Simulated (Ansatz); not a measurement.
**Ru under a change: uniaxial stress, 8 GPa compression along x**

Base system: Ru in the hcp (Mg type) structure (space group P6_3/mmc, No. 194; a = 2.705 Å, c = 4.260 Å). Axes: x lies along a and z along c of the hexagonal cell.

Modification: uniaxial stress, 8 GPa compression along x, with the cell and atoms free to relax against it.

Calculations: r2SCAN (Ansatz, a first-principles code; PAW; 500 eV plane waves; no spin-orbit coupling). k-mesh 20×20×11 (Γ-centred); smearing 0.05 eV (Fermi–Dirac).

| quantity | base | changed | shift |
|---|---|---|---|
| space group | P6_3/mmc (No. 194) | Cmcm (No. 63) | – |
| shortest interatomic distance | 2.641 Å | 2.639 Å | -0.002 Å |
| energy relative to the base (free energy F) | 0 meV/atom | +4.7 meV/atom | +4.7 meV/atom |
| band gap | zero | zero | – |
| strain response (xx, yy, zz) (rough) | – | (−1.42, +0.37, +0.28) % | – |

Cost of the whole job for the changed cell (relaxation, final SCF and bands): around 5 core-minutes (rough).

Without a gap, meshes like the base's 20×20×11 leave anisotropic stresses uncertain by several tenths of a GPa, and small strain energies with them. Stability under load was not tested beyond the relaxation. The final runs are not spin-polarised.
